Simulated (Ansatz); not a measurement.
# Response to strain in Se

The reference is Se (space group P3_121, No. 152; a = 4.535 Å, c = 5.041 Å; made of chains).

Strains are applied to the cell and any free atomic positions relax.

Method: PBE (Ansatz, a program for electronic structure), no spin-orbit coupling.

Notes on the quantities. pressure: mean of the normal stresses, compression positive.

| isotropic strain (%) | pressure (GPa) |
|---|---|
| -1.42 | 0.6 |
| 0 | 0.0 |
| 0.51 | ? |
| 0.71 | -0.3 |
| 5.55 | -1.7 |

Q: Fit P = P₀ − Bδ + Cδ² with δ = (1 + ε)³ − 1 to the rows shown and predict the withheld row.

A: Least squares on the printed values gives P₀ = 0.0 GPa, B = 13.6 GPa (at held cell shape), C = 22.9 GPa (largest residual 0.0 GPa); this predicts -0.2 GPa, and the run gives -0.2 GPa, in agreement.

Stability against distortions was not tested. No dispersion term is included, though the crystal is made of layers, chains or molecules, so its spacings can come out too wide.
